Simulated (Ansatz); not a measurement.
The starting structures come from a database of crystals and need not be the phases stable at ambient conditions.

Here is the system:

```
CELL_PARAMETERS angstrom
      6.95440     0.00000     0.00000
      2.72977     6.39625     0.00000
      2.11231    -3.19813     3.83274
ATOMIC_POSITIONS crystal
  La 0.00000 0.00000 0.00000
  La 0.25000 0.25000 0.50000
  Nb 0.50000 0.50000 0.00000
  Nb 0.75000 0.75000 0.50000
  O  0.34374 0.83138 0.40866
  O  0.67272 0.00240 0.42102
  O  0.83138 0.34374 0.59134
  O  0.00240 0.67272 0.57898
  O  0.90626 0.41862 0.09134
  O  0.57728 0.24760 0.07898
  O  0.41862 0.90626 0.90866
  O  0.24760 0.57728 0.92102
```

Space group of this cell: I4_1/a. The cell is taken as given; by PBEsol its mean pressure is -5.7 GPa.

Transport runs along the normal of the first two printed cell vectors, the (110) plane of the conventional cell.

The gap is the functional's own, uncorrected, and κ follows it; spin-orbit coupling is left out. Mid-gap values are interpolated between the computed energies.

Q: Estimate the band gap and the smallest decay constant κ at mid-gap that PBEsol (Ansatz, a program for electronic structure) returns for this system.

A: Gap 3.97 eV on a 8×8×8 mesh; κ = 0.437 1/Å, at (0.500, 0.500) of the in-plane reciprocal vectors. At the zone centre, at the nearest computed energy, the slowest state has κ = 0.46 1/Å.
